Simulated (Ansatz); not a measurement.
Take ZnS in the zinc blende structure (space group F-43m, No. 216; a = 5.390 Å) as the base. Axes: x, y, z lie along the cube axes.

Modification: uniaxial strain ε_xx = −0.38 %, all other strain components held at zero, atoms relaxed at fixed cell.

Levels (all Ansatz, a first-principles code, PAW, earlier PAW set): r2SCAN (500 eV, no spin-orbit coupling); HSE06+SOC (420 eV, with spin-orbit coupling).

The geometry is relaxed with r2SCAN.

| Property | Value |
|---|---|
| r2SCAN valence-band top at Γ | 0.00, -0.01, -0.01 eV |
| r2SCAN lowest conduction level above the VBM at special points | Γ 2.71 eV; M 3.68 eV; X 3.70 eV |

With HSE06+SOC at the same geometry, the valence-band top at Γ (three highest Kramers pairs, from the VBM) becomes 0.00, -0.01, -0.08 eV (r2SCAN: 0.00, -0.01, -0.01 eV); the lowest conduction level above the VBM at special points becomes Γ 3.35 eV; M 4.31 eV; X 4.33 eV (r2SCAN: Γ 2.71 eV; M 3.68 eV; X 3.70 eV).

Single points use the geometry relaxed with r2SCAN. Differences between runs with and without spin-orbit coupling are approximate. The levels and masses belong to the bands next to the band gap. Stability against distortions was not tested. k-point labels follow each cell's own Brillouin zone.
